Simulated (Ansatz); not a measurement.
MD summary: SiGe near 1350 K

System: composition SiGe, cell Si32Ge32, brought to this temperature after a much hotter stage, at a temperature that wasn't checked against the liquidus, so perhaps supercooled [in the run: it was liquid; mean temperature 1311 K (target 1350 K); density 3.96 g/cm³].

Computed with PBE (plane waves, PAW; Ansatz, a first-principles code).

| Item | Result |
|---|---|
| number of atoms | 64 |
| time step | 2.0 fs; target pressure 0 GPa |
| sampled time | 6.3 ps (NVE); in preparation the cell's shape was held |
| plane-wave cutoff | 420 eV |
| k-points | one point, (1/4, 1/4, 1/4) |
| Fermi-Dirac width | 0.116 eV |
| spin | not polarised; no spin-orbit coupling |

| Property | Result |
|---|---|
| mean temperature | 1311 ± 11 K |
| mean pressure | -0.15 ± 0.05 GPa |
| volume per atom | 21.1 Å³ |
| density | 3.96 g/cm³ |
| first peak of g(Ge-Ge) | 2.72 Å, height 1.9 |
| first minimum of g(Ge-Ge) | near 4.0 Å |
| first peak of g(Ge-Si) | 2.56 Å, height 2.1 |
| first minimum of g(Ge-Si) | near 3.3 Å |
| first peak of g(Si-Si) | 2.43 Å, height 3.1 |
| first minimum of g(Si-Si) | near 3.2 Å |
| coordination of Ge (bonds up to Ge-Ge 4.02, Ge-Si 3.34 Å) | 9.4 (9-fold 27 %, 10-fold 24 %, 8-fold 18 %) |
| coordination of Si (bonds up to Ge-Si 3.34, Si-Si 3.22 Å) | 6.7 (7-fold 31 %, 6-fold 30 %, 8-fold 18 %) |
| Ge-Si-Si angle | mean 99°, spread 32°, most frequent near 88° |
| Si-Si-Si angle | mean 98°, spread 32°, most frequent near 56° |
| Ge-Si-Ge angle | mean 100°, spread 32°, most frequent near 68° |
| Ge-Ge-Si angle | mean 97°, spread 34°, most frequent near 86° |
| state | all species diffuse (liquid) |
| diffusion coefficient of Ge (no finite-size correction) | 15 × 10⁻⁵ cm²/s (± 1) |
| diffusion coefficient of Si (no finite-size correction) | 14 × 10⁻⁵ cm²/s (± 5) |
| mean vibrational (phonon) frequency | 3.8 THz |

Preparation at the same level, by Langevin dynamics: ease 0.15 ps at 1275 K; melt 0.65 ps at 2550 K, volume free at 4 GPa; cool 0.23 ps from 2550 to 1724 K (3500 K/ps); cool 0.53 ps from 1724 to 1350 K (700 K/ps), volume free; settle 1.46 ps at 1350 K, volume free; hold 0.35 ps at 1350 K. The atoms began on random sites, so units and networks may differ from a laboratory melt's. Atoms moved only 2.0 Å² (mean square) in the hot stage, so mixing may be incomplete. On the run's last frame a denser k-mesh moved the forces by 0.101 eV/Å rms, the static pressure by 0.13 GPa and the free energy by 15 meV/atom, which is about how far such values are converged. Warnings of the run: stress scf threshold loose, symmetry auto disabled.

Averages come from a short run of a small periodic cell.
